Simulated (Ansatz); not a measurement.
# LiCl: energy against volume

LiCl (rock salt, Fm-3m, 16.235 Å³/atom and stress up to 0.01 GPa in the relaxed cell, cube axes along x, y and z) under hydrostatic pressure, with the cell free. PBEsol in Ansatz, a plane-wave DFT program (PAW, default set), 420 eV, 11×11×11 Γ-centred mesh, Fermi-Dirac smearing 0.05 eV; ions are relaxed, or left where forces stay under 0.02 eV/Å, within the symmetry of each cell.

Here V stands for volume and E for E less E0.

| volume (Å³/atom) | E less E0 (meV/atom) | pressure (GPa) |
|---|---|---|
| 17.3386 | 7.30 | -2.00 |
| 16.7270 | 1.54 | -0.98 |
| 16.2346 | 0.00 | 0.00 |
| 16.0992 | 0.13 | 0.30 |
| 15.9268 | 0.66 | 0.70 |
| 15.6072 | 2.86 | 1.51 |
| 15.0931 | ? | ? |

Taking the third-order Birch-Murnaghan form, a cubic in V^(-2/3) for E over the 6 complete rows: With u = V^(-2/3) - 0.156, the rows have u = -0.006724, -0.003107, -0.000031, 0.000843, 0.001972, 0.004122. Least squares gives E = -0.001 + 12.98·u + 164521·u² + 163938·u³. Residuals (row less fit): 0.000, -0.002, 0.001, 0.003, -0.006, 0.001; standard error 0.005 (degrees of freedom: 2). Its minimum lies at u = -0.000039, so V0 = (0.155961)^(-3/2) = 16.24. There d²E/du² = 329000 and d³E/du³ = 983600, so B0 = (4/9) × 16.24^(-7/3) × 329000 × 0.160218 = 35.1 GPa (the last factor turns the table's units into GPa), and B0' = 4 + (2/3) × 0.155961 × (983600)/329000 = 4.3. B0' rests on the cubic coefficient alone and has a standard error of 0.1 from these residuals.

Task: What does the fit predict for E at V = 15.0931, and how far is the calculated value from it?

Result: u = 0.007737, so E = -0.001 + 12.98 × 0.007737 + 164521 × 0.007737² + 163938 × 0.007737³ = 10.024 meV/atom. The calculation gives 10.02 meV/atom, which the fit meets to the printed digits. The row lies outside the fitted rows, so this is an extrapolation. The scatter of the fitted rows lies at the last printed digit.

Other structures, which can take over under pressure, weren't tried. The same form fitted to the pressure column gives B0' = 4.4; series where the two differ by over 0.4 aren't shown. Rows are the converged runs of the series near zero and its far end, less any whose ions stayed unrelaxed beside relaxed ones; series whose fitted rows scatter by over a few per cent of the range, as at a crossing or softening among them, aren't shown in this form.
